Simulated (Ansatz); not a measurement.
For HgTe (P3₁21, No. 152, 6 atoms in the cell; start mp-358; a measured phase of this formula has another space group), LDA (PAW; Ansatz, a quantum-chemistry and plane-wave program) gives:

- lattice constant a = 4.437 Å
- lattice parameter c = 10.065 Å
- cohesive energy = 2.23 eV/atom
- band gap = 0.35 eV

Q: What does r²SCAN+rVV10 (plane waves, PAW; Ansatz) give for the same quantities?

A: 
- lattice constant a: 4.557 Å (goes up by 2.7 %)
- lattice parameter c: 10.282 Å (goes up by 2.2 %)
- cohesive energy: 1.78 eV/atom (decreases by 0.45 eV/atom)
- band gap: 0.68 eV (goes up by 0.33 eV)

Changes are worked out from the printed values.

Unless a cell is named, each level is at its own relaxed cell (LDA 28.60, r²SCAN+rVV10 30.82 Å³/atom).

Levels without +SOC leave out spin–orbit coupling, which shifts energies and cells of such heavy elements.

Spin–orbit coupling is included only where a level's name says +SOC; with heavier elements it mostly lowers gaps and can invert bands. Density-functional gaps are differences of (generalised) Kohn–Sham levels.

Caveats: the relaxation could not lower the start's symmetry, so the cell can be a saddle point above a distorted one (LDA, r²SCAN+rVV10). Ansatz's density-functional and Hartree–Fock values are scalar-relativistic unless marked +SOC, with PAW data made under PBE.

A start named mp-… is a Materials Project structure, which need not be a measured phase.
